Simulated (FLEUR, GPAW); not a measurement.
A FLEUR input for a self-consistent single point of FeAl (Pm-3m, 2 atoms in the cell) (DFT, PBE, all-electron FLAPW (FLEUR), scalar-relativistic valence):

Input of the input generator:

```
scf FeAl
&input film=f /
5.3891209622 0.0000000000 0.0000000000
0.0000000000 5.3891209622 0.0000000000
0.0000000000 0.0000000000 5.3891209622
1.0
1.0 1.0 1.0

2
13 0.5000000000 0.5000000000 0.5000000000
26 0.0000000000 0.0000000000 0.0000000000

&comp jspins=1 /
&kpt div1=11 div2=11 div3=11 /
&end /
```

```xml
<?xml version="1.0" encoding="UTF-8" standalone="no"?>
<fleurInput fleurInputVersion="0.39">
   <comment>
      scf FeAl                                                                                            
   </comment>
   <calculationSetup>
      <cutoffs Kmax="4.6" Gmax="13.8" GmaxXC="13.8" numbands="0"/>
      <scfLoop itmax="80" minDistance="0.00001" maxIterBroyd="40" imix="Anderson" alpha="0.05" precondParam="0.0" spinf="2.0"/>
      <coreElectrons ctail="T" frcor="F" kcrel="0" coretail_lmax="0"/>
      <xcFunctional name="pbe" relativisticCorrections="F"/>
      <magnetism jspins="1"/>
      <soc l_soc="F" theta="0.0" phi="0.0" spav="F"/>
      <expertModes spex="0" secvar="F"/>
      <geometryOptimization l_f="T" forcealpha="1.0" forcemix="BFGS" epsdisp="0.00001" epsforce="0.00001"/>
      <ldaU l_linMix="F" mixParam="0.05" spinf="1.0"/>
   </calculationSetup>
   <cell>
      <bzIntegration valenceElectrons="19.0" mode="hist" fermiSmearingEnergy="0.00367493">
         <kPointListSelection listName="default-1"/>
         <!-- k-points included here -->
         <xi:include xmlns:xi="http://www.w3.org/2001/XInclude" href="kpts.xml"> </xi:include>
      </bzIntegration>
      <!-- symmetry operations included here -->
      <xi:include xmlns:xi="http://www.w3.org/2001/XInclude" href="sym.xml"> </xi:include>
      <bulkLattice scale="1.0">
         <bravaisMatrix>
            <row-1>    5.3891209621999998     0.0000000000000000     0.0000000000000000</row-1>
            <row-2>    0.0000000000000000     5.3891209621999998     0.0000000000000000</row-2>
            <row-3>    0.0000000000000000     0.0000000000000000     5.3891209621999998</row-3>
         </bravaisMatrix>
      </bulkLattice>
   </cell>
   <atomSpecies>
      <species name="Aluminum (Al)" element="Al" atomicNumber="13">
         <mtSphere radius="1.75" gridPoints="605" logIncrement="0.019"/>
         <atomicCutoffs lmax="8" lnonsphr="6"/>
         <electronConfig flipSpins="F">
            <coreConfig>(1s1/2) (2s1/2) (2p1/2) (2p3/2)</coreConfig>
            <valenceConfig>(3s1/2) (3p1/2) (3p3/2)</valenceConfig>
            <stateOccupation state="(3p1/2)" spinUp="0.1666666666667" spinDown="0.1666666666667"/>
            <stateOccupation state="(3p3/2)" spinUp="0.3333333333333" spinDown="0.3333333333333"/>
         </electronConfig>
         <energyParameters s="3" p="3" d="3" f="4"/>
      </species>
      <species name="Iron (Fe)" element="Fe" atomicNumber="26">
         <mtSphere radius="2.57" gridPoints="885" logIncrement="0.014"/>
         <atomicCutoffs lmax="10" lnonsphr="8"/>
         <electronConfig flipSpins="F">
            <coreConfig>(1s1/2) (2s1/2) (2p1/2) (2p3/2)</coreConfig>
            <valenceConfig>(3s1/2) (3p1/2) (3p3/2) (4s1/2) (3d3/2) (3d5/2)</valenceConfig>
            <stateOccupation state="(3d3/2)" spinUp="1.2" spinDown="1.2"/>
            <stateOccupation state="(3d5/2)" spinUp="1.8" spinDown="1.8"/>
         </electronConfig>
         <energyParameters s="4" p="4" d="3" f="4"/>
         <lo type="SCLO" l="0" n="3" eDeriv="0"/>
         <lo type="SCLO" l="1" n="3" eDeriv="0"/>
      </species>
   </atomSpecies>
   <atomGroups>
      <atomGroup species="Aluminum (Al)">
         <relPos label="                   1">1.000/2.000 1.000/2.000 1.000/2.000</relPos>
         <force calculate="T" relaxXYZ="TTT"/>
      </atomGroup>
      <atomGroup species="Iron (Fe)">
         <relPos label="                   2">.0000000000 .0000000000 .0000000000</relPos>
         <force calculate="T" relaxXYZ="TTT"/>
      </atomGroup>
   </atomGroups>
   <output dos="F" band="F" slice="F">
      <checks vchk="F" cdinf="F"/>
      <bandDOS minEnergy="-.5*Htr" maxEnergy="0.5*Htr" sigma="0.015" storeEVData="T"/>
      <vacuumDOS vacdos="F" integ="F" star="F" nstars="0" locx1="0.0" locy1="0.0" locx2="0.0" locy2="0.0" nstm="0" tworkf="0.0"/>
      <unfoldingBand unfoldBand="F" supercellX="1" supercellY="1" supercellZ="1"/>
      <plotting iplot="0" polar="F">
         <plot TwoD="T" vec1="  1.0  0.0  0.0" vec2="  0.0  1.0  0.0" vec3="  0.0  0.0  1.0" zero="  0.0  0.0  0.0" file="plot"/>
      </plotting>
      <chargeDensitySlicing numkpt="0" minEigenval="0.0" maxEigenval="0.0" nnne="0" pallst="F"/>
      <specialOutput eonly="F"/>
      <magneticCircularDichroism mcd="F" energyLo="-10.0" energyUp="0.0"/>
   </output>
  <!-- We include the file relax.xml here to enable relaxations (see documentation) -->
  <xi:include xmlns:xi="http://www.w3.org/2001/XInclude" href="relax.xml"> <xi:fallback/> </xi:include>
</fleurInput>
```

Question: Translate this input to GPAW.

Answer: One input that does it (others would too):

```python
from ase import Atoms
from ase.units import GPa
from gpaw import GPAW

atoms = Atoms(['Al', 'Fe'],
              cell=[[2.851800, 0.000000, 0.000000],
                    [0.000000, 2.851800, 0.000000],
                    [0.000000, 0.000000, 2.851800]],
              scaled_positions=[[0.500000, 0.500000, 0.500000],
                                [0.000000, 0.000000, 0.000000]],
              pbc=True)

calc = GPAW(mode={'name': 'pw', 'ecut': 850},
            xc='PBE',
            kpts=(11, 11, 11),
            occupations={'name': 'fermi-dirac', 'width': 0.1},
            nbands=-10,
            symmetry={'symmorphic': False, 'tolerance': 0.0005},
            maxiter=100,
            txt='-')

atoms.calc = calc

energy = atoms.get_potential_energy()
print('Energy (eV):', round(energy, 6))
forces = atoms.get_forces()
print('Forces (eV/Ang):')
print(forces.round(5))
stress = atoms.get_stress()
print('Stress (GPa, Voigt):', (stress / GPa).round(4))
```

Basis settings and potentials, where a program has them, do not carry over. This input uses DFT PBE, plane waves, GPAW PAW datasets PBE (gpaw-data 1.0.1).

The starting cell has typed, rounded lattice constants, without a prior relaxation at this level. For this run, on top of that: lattice scaled by 0.98.
